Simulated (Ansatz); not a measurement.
**A computed series for LaB6: pressure series**

The reference is LaB6 (space group Pm-3m, No. 221; a = 4.130 Å).

Cell and atoms are relaxed at each pressure.

Method: Ansatz (a program for electronic structure), PBEsol, PAW, cutoff 420 eV, scalar-relativistic without spin-orbit coupling.

Notes on the quantities. enthalpy: H = E + PV relative to the base's energy.

```
case                   enthalpy  shortest interatomic distance
----------------  -------------  -----------------------------
base                          –                        1.649 Å
pressure −2 GPa   -0.13 eV/atom                        1.656 Å
pressure −1 GPa   -0.06 eV/atom                            ___
pressure 1.8 GPa  +0.11 eV/atom                        1.642 Å
pressure 4.2 GPa  +0.26 eV/atom                        1.634 Å
pressure 9 GPa    +0.55 eV/atom                        1.619 Å
pressure 18 GPa   +1.08 eV/atom                        1.595 Å
pressure 30 GPa   +1.76 eV/atom                        1.567 Å
pressure 45 GPa   +2.56 eV/atom                            ___
pressure 60 GPa   +3.33 eV/atom                        1.514 Å
```

Fill in the withheld entries from the trend.


- pressure −1 GPa, shortest interatomic distance: 1.653 Å
- pressure 45 GPa, shortest interatomic distance: 1.539 Å

Load acts through the strain it causes; cell and atoms are relaxed under it. Whether these cells are dynamically stable was not tested. Competing high-pressure phases were not computed. All final runs are without spin polarisation. An odd electron count without spin: LaB6.
